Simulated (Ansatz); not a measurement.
The parent structure is InP in the zinc blende structure (space group F-43m, No. 216; a = 5.907 Å). Axes: x, y, z lie along the cube axes.

Method: r2SCAN/PAW in Ansatz (an electronic-structure program), no SOC.

Base values:

The band gap comes out as 1.03 eV.

It is then changed as follows: a pure shear with ε_xy = ε_yx = 0.0143; the atoms relax in the strained cell.

What happens to the band gap?

The band gap drops by 0.11 eV to 0.92 eV.

Estimate the effect on the energy relative to the base.

The energy increases by 3.0 meV/atom.

No phonon test of stability was made.
